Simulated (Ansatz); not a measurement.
Ansatz (a program for electronic structure) run on CsGeI3 (Cm, 5 atoms in the cell): self-consistent single point.

Level of theory: LDA (PW92), default PAW files made with PBE (plane waves; Ansatz).

The change in words: lattice scaled by 0.98; kpoints.mp_grid.grid: 3 3 3 → 7 7 7. Reference geometry:
```
CELL_PARAMETERS angstrom
      4.36642    -4.23686     0.00000
      4.36642     4.23686     0.00000
     -0.32524     0.00000     6.13785
ATOMIC_POSITIONS crystal
  Cs 0.91129 0.91129 0.59476
  Ge 0.37265 0.37265 0.13414
  I  0.41162 0.41162 0.58077
  I  0.91993 0.40881 0.09324
  I  0.40881 0.91993 0.09324
```

Reference input (self-consistent single point, DFT, LDA (PW92), plane waves, default PAW files made with PBE): basis.ecutwfc = 30.9 Ry; kpoints.mp_grid.grid = 3 3 3; hamiltonian.xc = lda; hamiltonian.pseudopotentials = {kind: paw} (the program's default PAW files); scf.occupations.method = fixed. This run's input differs from it in these lines:

Ansatz 0.2 input:
```diff
@@ -3,5 +3,5 @@
   lattice:
-    - [4.36642500, -4.23685800, 0.00000000]
-    - [4.36642500, 4.23685800, 0.00000000]
-    - [-0.32523800, 0.00000000, 6.13785300]
+    - [4.27909600, -4.15212100, 0.00000000]
+    - [4.27909600, 4.15212100, 0.00000000]
+    - [-0.31873300, 0.00000000, 6.01509600]
   atoms:
@@ -16,3 +16,3 @@
   mp_grid:
-    grid: [3, 3, 3]
+    grid: [7, 7, 7]
 hamiltonian:
```

The program printed (abridged):

```
SCF iter   1: F=—  HF=-31792.229909 eV  |F-HF|=—  |Δ(HF+E_count)|=         —  Δρ=3.77e-3  dr2=1.63e-2  ethr=1.77e-3  ⟨swp⟩=5.2  Hψ=15953  notcnv=0  defer=541
all-band conjugate gradients solve this SCF's bands
preconditioner: auto → Resta (q_TF=auto, 2.286 Å⁻¹)
SCF iter   2: F=—  HF=-31792.224465 eV  |F-HF|=—  |Δ(HF+E_count)|=   5.44e-3  Δρ=2.14e-3  dr2=5.13e-3  ethr=2.20e-5  ⟨swp⟩=3.5  Hψ=8197  notcnv=0  defer=599
   [... lines left out ...]
SCF iter   5: F=—  HF=-31792.223850 eV  |F-HF|=—  |Δ(HF+E_count)|=   4.28e-5  Δρ=3.17e-5  dr2=3.58e-6  ethr=8.43e-8  ⟨swp⟩=2.0  Hψ=7988  notcnv=0  defer=585
SCF iter   6: F=—  HF=-31792.223851 eV  |F-HF|=—  |Δ(HF+E_count)|=   3.77e-7  Δρ=1.71e-5  dr2=6.33e-7  ethr=4.83e-9  ⟨swp⟩=2.0  Hψ=6487  notcnv=0  defer=585
SCF iter   7: F=—  HF=-31792.223850 eV  |F-HF|=—  |Δ(HF+E_count)|=   5.05e-7  Δρ=7.70e-6  dr2=1.35e-7  ethr=8.55e-10  ⟨swp⟩=2.0  Hψ=6512  notcnv=0  defer=585
SCF iter   8: F=-31792.223850 eV  HF=-31792.223850 eV  |F-HF|=2.35e-9  |Δ(HF+E_count)|=   5.09e-8  Δρ=1.48e-6  dr2=6.80e-9  ethr=1.35e-10  ⟨swp⟩=16.5  Hψ=27154  notcnv=0
SCF 1 converged in 8 iterations: F = -31792.223850 eV  dr2 = 6.80e-9
Free energy (F): -31792.223850 eV
Internal energy: -31792.223850 eV  (E = F + TS)
E sigma→0 (E₀):  -31792.223850 eV
Fermi energy:    4.710569 eV
--- Forces (eV/Å), atoms counted from 1 ---
  atom   1  Cs    -0.00714488    -0.00000000     0.00002456
  atom   2  Ge     0.30735718     0.00000000    -0.23363503
  atom   3  I      0.01449859     0.00000000     0.28685489
  atom   4  I     -0.15735338     0.19587282    -0.02661841
  atom   5  I     -0.15735338    -0.19587282    -0.02661841
--- Stress (GPa, compression-positive) ---
       -0.971414      -0.000000       0.118578
       -0.000000      -0.830792      -0.000000
        0.118578      -0.000000      -0.990868
  P = ⅓ Tr σ = -0.9310 GPa (-9.310 kbar)
  The stress holds the Pulay correction. Without it, at fixed plane waves, as pw.x and ABINIT print it: P = -0.9517 GPa
```

The run converged in 8 iterations. Against the reference run the free energy goes down by 3.4 meV/atom, the pressure goes from -2.06 to -0.93 GPa, the largest force goes from 0.194 to 0.386 eV/Å and the gap on the mesh goes from 2.781 to 1.341 eV.

The starting cell comes from a database of computed structures (which also holds hypothetical and non-ambient phases and stackings), without a prior relaxation at this level. Its lattice was rescaled by up to half a per cent. One atom was moved a little off its site on purpose. For this run, on top of that: lattice scaled by 0.98. Spin-orbit coupling is off. Ansatz's pressure includes its estimate of the finite-basis (Pulay) stress. Another mesh or the band path of this cell gives a smaller gap, so this value is not converged in the mesh.

Cost on one core of a shared machine: roughly 60 s.
